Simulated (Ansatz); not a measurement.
The starting structures come from a database of crystals and need not be the phases stable at ambient conditions.

 Where the default PAW files enter, the runs use the earlier of Ansatz's two default sets.

## Evanescent states of CsLaS2 (R-3m, not sure to be the ambient phase, 4 atoms a cell, 32.9 Å³ an atom) along the normal of (001)

The numbers are results of r2SCAN (plane waves, PAW; Ansatz, a first-principles code), not measurements.

No gap correction and no spin-orbit coupling; mid-gap values are interpolated between computed energies.

Energies count from the valence-band top; κ is the least over a 12×12 mesh across the current.

| E (eV) | κ (1/Å) | where |
|---|---|---|
| 0.07 | 0.145 | off Γ |
| 0.21 | 0.189 | Γ |
| 0.35 | 0.219 | Γ |
| 0.49 | 0.242 | Γ |
| 0.63 | 0.261 | Γ |
| 0.77 | [?] | Γ |
| 0.91 | [?] | Γ |
| 1.05 | [?] | Γ |
| 1.19 | [?] | Γ |
| 1.33 | [?] | Γ |
| 1.47 | [?] | Γ |
| 1.61 | [?] | Γ |
| 1.75 | [?] | Γ |
| 1.89 | [?] | Γ |
| 2.03 | [?] | off Γ |
| 2.17 | 0.293 | off Γ |
| 2.31 | 0.267 | off Γ |
| 2.45 | 0.235 | off Γ |
| 2.59 | 0.192 | off Γ |
| 2.73 | 0.130 | off Γ |

Fill in the missing entries.


- 0.77, κ (1/Å): 0.276
- 0.91, κ (1/Å): 0.288
- 1.05, κ (1/Å): 0.298
- 1.19, κ (1/Å): 0.307
- 1.33, κ (1/Å): 0.313
- 1.47, κ (1/Å): 0.318
- 1.61, κ (1/Å): 0.322
- 1.75, κ (1/Å): 0.325
- 1.89, κ (1/Å): 0.326
- 2.03, κ (1/Å): 0.313
